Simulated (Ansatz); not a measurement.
The parent structure is K$_{2}$CaC$_{2}$O$_{6}$ (space group R-3m, No. 166; a = 5.381 Å, c = 18.000 Å (hexagonal axes)). Axes: x lies along a and z along c of the hexagonal cell.

The values are results of Ansatz (a program for electronic structure) r2SCAN, no spin-orbit coupling, earlier PAW set, not measurements.

For the base:

- Electron mass = 1.0 mₑ along c, 0.69 mₑ across (at Γ)
- Valence-band top at Γ = 0.00, -0.18, -1.45 eV

It is then changed as follows: strain tensor (xx, yy, zz, yz, xz, xy) = (−1.74, −0.03, +1.69, +0.21, +0.97, +0.20) %; the atoms relax in the strained cell.

Question: How does this affect the energy relative to the base?

Answer: The energy rises by 1.8 meV/atom.

Question: Predict the new electron mass.

Answer: The electron mass goes from 1.0 mₑ along c, 0.69 mₑ across (at Γ) to 0.94 mₑ along z, 0.69 mₑ across (at Γ).

Question: What does the calculation give for the valence-band top at Γ after the change?

Answer: The valence-band top at Γ (three highest levels, from the VBM) changes from 0.00, -0.18, -1.45 eV to 0.00, -0.15, -1.50 eV.

Question: Estimate the effect on the valley order.

Answer: The valley order (the lowest conduction-band minima on the path, energy above the VBM, named in the base's zone) is Γ 5.05 eV; F (0, 1/2, 1/2) 5.60 eV; F (1/2, 0, 1/2) 5.64 eV; F (1/2, 1/2, 0) 5.66 eV.

Question: What happens to the largest internal atomic displacement?

Answer: The largest internal atomic displacement amounts to 0.052 Å.

The levels and masses belong to the bands next to the band gap. Masses are band curvatures over ±0.01 Å⁻¹ around the edge. No phonon test of stability was made.
